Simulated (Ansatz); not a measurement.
Cell of rock-salt TaC (1 1 1) on wurtzite ZnO (0 0 1) (film strained to the substrate, started from cuts of the bulks and a machine-learned relaxation; slabs Zn6O6 and C4Ta4, which can lie off the formulas), relaxed at this level with a, b, gamma of the cell held:

```xyz
20
Lattice="3.2795 0.0000 -0.0152 1.6397 2.8398 -0.0817 -1.4918 -0.2296 26.6899" Properties=species:S:1:pos:R:3 pbc="T T T"
Zn     1.6936     0.6429     1.5853
Zn     3.3421     1.6553     4.2149
O      1.6992     0.6902     3.5381
O      3.3301     1.5716     0.8600
Zn     1.7122     0.7753     6.9077
Zn     3.3634     1.7899     9.5273
O      1.7207     0.8254     8.8773
O      3.3487     1.7041     6.1824
Zn     1.7379     0.9141    12.2211
Zn     3.3944     1.9351    14.8849
O      1.7521     0.9700    14.1942
O      3.3744     1.8430    11.5033
C      3.4279     2.0113    16.9413
C      0.1614     0.1829    19.3845
C      1.8131     1.1943    21.8196
C      0.1852     2.2083    24.4008
Ta     1.7916     1.0874    17.8882
Ta     0.1681     2.1093    20.5719
Ta     0.1791     0.2799    23.1036
Ta     1.8298     1.2888    25.4675
```

All values below come from PBE (plane waves to 420 eV, PAW; Ansatz, a first-principles code). No spin–orbit coupling; the runs are not spin-polarised. Its k-point mesh 11×11×1, Fermi–Dirac width 0.05 eV.

Q: Give the plane-averaged electrostatic potential energy of an electron along the normal (the smooth PAW potential), about its mean over the cell.

A: 
| z (Å) | V (eV) |
|---|---|
| 0.000 | 6.64 |
| 0.444 | 5.03 |
| 0.889 | -1.88 |
| 1.333 | -4.47 |
| 1.778 | -1.88 |
| 2.222 | 3.18 |
| 2.667 | 8.08 |
| 3.111 | 5.52 |
| 3.556 | -1.23 |
| 4.000 | -3.59 |
| 4.445 | -1.24 |
| 4.889 | 3.74 |
| 5.334 | 8.53 |
| 5.778 | 6.03 |
| 6.222 | -0.92 |
| 6.815 | -2.59 |
| 7.260 | 0.42 |
| 7.704 | 6.27 |
| 8.148 | 9.08 |
| 8.593 | 4.08 |
| 9.037 | -2.53 |
| 9.482 | -2.32 |
| 9.926 | 0.85 |
| 10.371 | 6.75 |
| 10.815 | 9.39 |
| 11.260 | 4.27 |
| 11.704 | -2.27 |
| 12.149 | -1.98 |
| 12.593 | 1.16 |
| 13.038 | 7.06 |
| 13.482 | 9.63 |
| 13.926 | 4.52 |
| 14.371 | -1.71 |
| 14.815 | -1.69 |
| 15.260 | 1.01 |
| 15.704 | 6.85 |
| 16.149 | 9.51 |
| 16.593 | 4.94 |
| 17.038 | -3.43 |
| 17.482 | -7.19 |
| 17.927 | -9.97 |
| 18.371 | -4.49 |
| 18.816 | 1.45 |
| 19.260 | -1.18 |
| 19.704 | -1.76 |
| 20.297 | -7.58 |
| 20.742 | -10.15 |
| 21.186 | -3.92 |
| 21.630 | -2.56 |
| 22.075 | -2.27 |
| 22.519 | -3.32 |
| 22.964 | -9.74 |
| 23.408 | -7.65 |
| 23.853 | -1.08 |
| 24.297 | -2.67 |
| 24.742 | -4.78 |
| 25.186 | -7.90 |
| 25.631 | -9.51 |
| 26.075 | -2.19 |
| 26.520 | 5.27 |
